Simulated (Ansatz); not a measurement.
## Zr: isotropic strain +1.50 %

The parent structure is Zr in the hcp (Mg type) structure (space group P6_3/mmc, No. 194; a = 3.2443 Å, c = 5.1580 Å; relaxed with 0.1 eV smearing).

Perturbation: the cell is scaled by 1.0150 in all directions; the atoms relax in the strained cell.

Calculations: Kohn–Sham DFT with the r2SCAN functional, run in Ansatz (a program for electronic structure) with PAW and 500 eV plane waves, scalar-relativistic without spin-orbit coupling. k-mesh 20×20×11 (Γ-centred); smearing 0.1 eV (Fermi–Dirac).

```json
[
 {"quantity": "volume per atom", "base": "23.51 Å³", "changed": "24.58 Å³", "shift": "+1.07 Å³"},
 {"quantity": "space group", "base": "P6_3/mmc (No. 194)", "changed": "P6_3/mmc (No. 194)", "shift": "–"},
 {"quantity": "energy relative to the base (free energy F)", "base": "0 meV/atom", "changed": "+14 meV/atom", "shift": "+14 meV/atom"},
 {"quantity": "pressure (mean of the normal stresses, compression positive)", "base": "0.0 GPa", "changed": "-3.9 GPa", "shift": "-3.9 GPa"},
 {"quantity": "band gap", "base": "zero", "changed": "zero", "shift": "–"}
]
```

Stability against distortions was not tested. The final runs are not spin-polarised.
